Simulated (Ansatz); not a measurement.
The starting structures come from a database of crystals and need not be the phases stable at ambient conditions.

 Where the default PAW files enter, the runs use the earlier of Ansatz's two default sets.

Given:

```
AlGaN2
1.0
    3.14528     0.00000     0.00000
   -1.57264     2.72389     0.00000
    0.00000     0.00000     5.09689
Al Ga N
1 1 2
Direct
  0.00000   0.00000   0.99926
  0.66667   0.33333   0.49717
  0.66667   0.33333   0.11180
  0.00000   0.00000   0.62816
```

Space group of this cell: P3m1. The cell is taken as given.

Computed with r2SCAN (plane waves, PAW; Ansatz, a program for electronic structure).

The current runs along the normal of the first two printed vectors; no spin-orbit coupling. Scaled by the factor s: all lengths (ions clamped). Meshes 12×12×6 and 12×12 across the current in all rows.

```tsv
s	mean pressure (GPa)	band gap (eV)
0.98	13.5	?
1.00	-0.4	3.37
1.02	-11.1	2.92
```

**Question.** Take the slope of the band gap against ln s from the two given rows, extrapolate to s = 0.98, and say what the run there gives.

**Answer.** Slope = (2.92 − 3.37) / ln 1.02 = -22.7 eV. The line gives 3.37 + (-22.7) × ln 0.98 = 3.83 eV. The run gives 3.84 eV, 0.01 eV over the line, 2 % of the predicted step.
